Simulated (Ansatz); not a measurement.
# NaMgF3, pressure series

Base system: NaMgF₃ in the cubic perovskite structure (space group Pm-3m, No. 221; a = 3.8874 Å; a cell from a computed database, its experimental status unchecked).

Cell and atoms are relaxed at each pressure.

Level of theory: r2SCAN, PAW, 500 eV (Ansatz, a first-principles code; no spin-orbit coupling).

```
pressure (GPa)  band gap (eV)
--------------  -------------
-2                       6.93
-1                          ?
0                        7.07
3                        7.24
7                        7.45
15                       7.81
```

Q: Fit E_g = E₀ + αP + βP² to the rows shown and predict the withheld row.

A: Least squares on the printed values gives E₀ = 7.06 eV, α = 61.5 meV/GPa, β = -0.78 meV/GPa² (largest residual 0.01 eV); this predicts 7.00 eV, and the run gives 7.00 eV, in agreement.

Load acts through the strain it causes; cell and atoms are relaxed under it. Stability against distortions was not tested. Competing high-pressure phases were not computed. Many cubic perovskites are stable only at high temperature; tilts and polar distortions were not tested.
